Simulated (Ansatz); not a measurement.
Start from HfC in the rock salt structure (space group Fm-3m, No. 225; a = 4.641 Å).

The values are results of r2SCAN in Ansatz (plane waves to 500 eV, PAW, no SOC), not measurements.

For the base:

| Item | Result |
|---|---|
| Lattice parameter a | 4.641 Å |
| Band gap | zero |

Now apply this change: a hydrostatic pressure of 4.2 GPa.

### Question
What does the calculation give for the lattice parameter a after the change?

### Answer
The lattice parameter a falls by 0.026 Å, from 4.641 Å to 4.615 Å.

### Question
What does the calculation give for the band gap after the change?

### Answer
The band gap stays zero.

Load acts through the strain it causes; cell and atoms are relaxed under it. No phonon test of stability was made. The final runs are not spin-polarised.

Ansatz is a quantum-chemistry and plane-wave program.
